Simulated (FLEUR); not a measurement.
Band structure of FeNi₃ (Pm-3m, 4 atoms in the cell).

```yaml
crystal:
  lattice:
    - [3.58975, 0.00000, 0.00000]
    - [0.00000, 3.58975, 0.00000]
    - [0.00000, 0.00000, 3.58975]
  atoms:
    - { symbol: Fe, position: [0.00000, 0.00000, 0.00000], spin: 4.0 }
    - { symbol: Ni, position: [0.00000, 0.50000, 0.50000], spin: 2.0 }
    - { symbol: Ni, position: [0.50000, 0.00000, 0.50000], spin: 2.0 }
    - { symbol: Ni, position: [0.50000, 0.50000, 0.00000], spin: 2.0 }
```
(The spins are starting values, not results.)

Method: FLEUR with PBE, all-electron FLAPW (FLEUR), scalar-relativistic valence.

Settings: Kmax = 3.5 1/bohr; GmaxXC = 10.5 1/bohr; xcFunctional = pbe; jspins = 2; l_soc = F; mode = hist; fermiSmearingEnergy = 0.00367493 Htr; mesh (inpgen div1-3) = 9 9 9; inpgen gamma flag = false; Gmax = 10.5 1/bohr; numbands = 0; maxIterBroyd = 25; imix = Anderson; alpha = 0.05.

The starting cell comes from a database of computed structures (which also holds hypothetical and non-ambient phases and stackings), without a prior relaxation at this level. Its lattice was rescaled by a random factor within 2.5 % of one. Values depend on the basis (sphere radii, cutoffs, local orbitals), which need not be converged.

Levels in eV from the Fermi level, bands 31 to 38 of the first spin channel:
```
point     31     32     33     34     35     36     37     38
-----  -----  -----  -----  -----  -----  -----  -----  -----
Γ      -0.77  -0.66  -0.66  -0.66   2.21   2.21   2.21   8.72
X      -1.52  -1.43  -1.04  -0.75  -0.64   7.33   7.33   7.41
M      -1.71  -1.50  -1.46   0.67   0.67   0.69   0.71  11.13
R      -0.79  -0.79  -0.79  -0.45  -0.45  -0.45  -0.28   5.22
```
